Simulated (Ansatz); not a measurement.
C (model structure, P6₁22, No. 178, 6 atoms in the cell) was calculated with G0W0@PBEsol (hard PAW, contour deformation, complete-basis limit; Ansatz, a program for electronic structure).

Numerical settings: largest k mesh 9×9×8 (not extrapolated in the mesh).

Cell (relaxed with PBEsol):

```xyz
6
Lattice="3.5571 0.0000 0.0000 -1.7785 3.0805 0.0000 0.0000 0.0000 3.3580" Properties=species:S:1:pos:R:3 pbc="T T T"
C      0.0000     1.4317     0.8395
C      0.5386     2.3646     1.9588
C     -0.5386     2.3646     3.0782
C      1.7785     1.6488     2.5185
C      1.2399     0.7159     0.2798
C      2.3171     0.7159     1.3992
```

### Question
Predict the band gap.

### Answer

- band gap: 5.77 eV (indirect)

Note: the correction to the complete basis was taken at k points off the band edges; the relaxation could raise the start's symmetry but not lower it, so the cell can be a saddle point; the gap holds a correction of +0.37 eV to the complete basis, taken at k points off the band edges; the gap is lowered by 0.22 eV for band edges off the mesh, as the parent functional finds them.

Static lattice: no zero-point or thermal effects.

The result took very roughly 2.1 core-hours.

A model structure was made by putting elements into a prototype or built by hand; it is no filed structure, need not be a known phase, and can be a saddle point held by its symmetry.
